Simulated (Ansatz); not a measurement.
Given:

End structure of the (21-33) surface of hcp Os in its 1x1 cell, outermost plane spacing 0.13 Å in the ideal cut:

```
CELL_PARAMETERS angstrom
      5.14565     0.00000     0.00000
      0.73711     7.24964     0.00000
      0.00000     0.00000    26.50000
ATOMIC_POSITIONS crystal
  Os 0.33244 0.90555 0.31525
  Os 0.84899 0.80362 0.31976
  Os 0.42310 0.25119 0.34342
  Os 0.94896 0.14619 0.34600
  Os 0.51830 0.60281 0.36689
  Os 0.03481 0.49860 0.37077
  Os 0.61592 0.96082 0.39651
  Os 0.13009 0.84696 0.40097
  Os 0.70611 0.30789 0.42517
  Os 0.22344 0.19951 0.43045
  Os 0.79989 0.65467 0.45382
  Os 0.31472 0.54882 0.45864
  Os 0.89545 0.00687 0.48329
  Os 0.41032 0.89906 0.48822
  Os 0.98528 0.35839 0.51178
  Os 0.50016 0.25058 0.51671
  Os 0.08088 0.70864 0.54136
  Os 0.59572 0.60279 0.54618
  Os 0.17217 0.05795 0.56955
  Os 0.68950 0.94957 0.57483
  Os 0.26552 0.41050 0.59903
  Os 0.77968 0.29664 0.60349
  Os 0.36080 0.75886 0.62923
  Os 0.87730 0.65465 0.63311
  Os 0.44665 0.11127 0.65400
  Os 0.97251 0.00626 0.65658
  Os 0.54662 0.45384 0.68024
  Os 0.06316 0.35190 0.68475
```

Slab: 28 atoms, 10.1 Å thick at the start (thin: gaps and levels are the slab's own); k 8x5x1, smearing 0.1 eV, dipole-corrected; single point; on the structure that PBE left under its start's symmetry; no spin, no spin-orbit, no U.

Question: Predict the surface energy (mean of both faces) from r2SCAN, at the PBE geometry (Ansatz, an electronic-structure program).

Answer: 4.04 J/m^2

Question: Estimate the work function of the top face that r2SCAN, at the PBE geometry returns for this input.

Answer: 5.05 eV
